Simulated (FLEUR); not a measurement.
Input and output of a self-consistent single point for HgTe (F-43m, 2 atoms in the cell) (FLEUR).

Method: PBE, all-electron FLAPW (FLEUR), scalar-relativistic valence in FLEUR.

The change in words: lattice scaled by 0.98. Reference geometry:
```yaml
crystal:
  lattice:
    - [0.00000, 3.28846, 3.28846]
    - [3.28846, 0.00000, 3.28846]
    - [3.28846, 3.28846, 0.00000]
  atoms:
    - { symbol: Hg, position: [0.00000, 0.00000, 0.00000] }
    - { symbol: Te, position: [0.25000, 0.25000, 0.25000] }
```

Reference input (self-consistent single point, DFT, PBE, all-electron FLAPW (FLEUR), scalar-relativistic valence): Kmax = 4 1/bohr; GmaxXC = 12 1/bohr; xcFunctional = pbe; jspins = 1; l_soc = F; mode = hist; fermiSmearingEnergy = 0.00183747 Htr; mesh (inpgen div1-3) = 9 9 9; inpgen gamma flag = false; Gmax = 12 1/bohr; numbands = 0; maxIterBroyd = 15. This run's input differs from it in these lines:

```diff
@@ -3,5 +3,5 @@
 &input film=f /
-0.0000000000 6.2142944410 6.2142944410
-6.2142944410 0.0000000000 6.2142944410
-6.2142944410 6.2142944410 0.0000000000
+0.0000000000 6.0900090435 6.0900090435
+6.0900090435 0.0000000000 6.0900090435
+6.0900090435 6.0900090435 0.0000000000
 1.0
@@ -43,5 +43,5 @@
          <bravaisMatrix>
-            <row-1>    0.0000000000000000     6.2142944409999998     6.2142944409999998</row-1>
-            <row-2>    6.2142944409999998     0.0000000000000000     6.2142944409999998</row-2>
-            <row-3>    6.2142944409999998     6.2142944409999998     0.0000000000000000</row-3>
+            <row-1>    0.0000000000000000     6.0900090435000003     6.0900090435000003</row-1>
+            <row-2>    6.0900090435000003     0.0000000000000000     6.0900090435000003</row-2>
+            <row-3>    6.0900090435000003     6.0900090435000003     0.0000000000000000</row-3>
          </bravaisMatrix>
```

Output (repeated stretches shortened):

```
 Iteration:     1   Distance:       8.49323189 me/bohr^3
 Iteration:     2   Distance:       7.78275977 me/bohr^3
 Iteration:     3   Distance:       4.11140532 me/bohr^3
 Iteration:     4   Distance:       1.06896143 me/bohr^3
 Iteration:     5   Distance:       0.71870822 me/bohr^3
   [... 6 lines left out ...]
 Iteration:    12   Distance:       0.00015607 me/bohr^3
 Iteration:    13   Distance:       0.00016408 me/bohr^3
 Iteration:    14   Distance:       0.00001521 me/bohr^3
 Iteration:    15   Distance:       0.00000245 me/bohr^3
 Run finished successfully
 Stop message:
   Structural relaxation: Done

[file out, last iteration]
             iter=     16
[...]
          total density-effective poten   -4.6127303700E+04
          total charge density-energy d   -5.4993720204E+02
 Updated energy parameters for spin:           1
[...]
 fermi energy and band-weighting factors:
    0.617960    0.642011    0.642011

[...]
FERMIE:
          first approx. to ef    (T=0)  :   0.191486 htr   (energy of the highest occ. eigenvalue)
          number of occ. states  (T=0)  :        935
          first approx. to seigv (T=0)  : -24.986162 htr
          sum of weights of occ. states :  17.000000
          sum of semicore charge        :   0.000000 e
FERHIS:  Fermi-Energy by histogram:
          bandgap                     :   0.000000 htr
   [... lines left out ...]
          charge neutrality (T=0)     :   0.000000    (zero if the highest occ. eigenvalue is "entirely" occupied)
     EF_NEWTON:  Adjust Fermi-Energy by Newton-Method.
 Direct bandgap for spin            1 :    2.8111434981575700E-002  Htr
 ---->    free energy=                    -26458.7482697486 htr
   [... lines left out ...]
      extrapolation for T->0
 ---->    total electron energy=          -26458.7482612917 htr
 ***** TOTAL FORCES ON ATOMS *****
 TOTAL FORCE FOR ATOM TYPE=  1  X=  0.000   Y=  0.000   Z=  0.000
                       FX_TOT= 0.000000 FY_TOT= 0.000000 FZ_TOT= 0.000000
 TOTAL FORCE FOR ATOM TYPE=  2  X=  3.045   Y=  3.045   Z=  3.045
                       FX_TOT= 0.000000 FY_TOT= 0.000000 FZ_TOT= 0.000000
 Structural relaxation: Done
```

The run converged in 15 iterations. FLEUR gives forces in its relaxation mode, with a further iteration, so its stop message speaks of a relaxation. Against the reference run the free energy rises by 33.0 meV/atom.

The starting cell has typed, rounded lattice constants, without a prior relaxation at this level. Its lattice was rescaled by a random factor within 2.5 % of one. For this run, on top of that: lattice scaled by 0.98. Spin-orbit coupling is off. Values depend on the basis (sphere radii, cutoffs, local orbitals), which need not be converged. No gap is read from this output. The log's line on a gap gives a spacing of levels on this mesh, which the program prints for metals too.

Cost on one core of a shared machine: roughly 2 min.
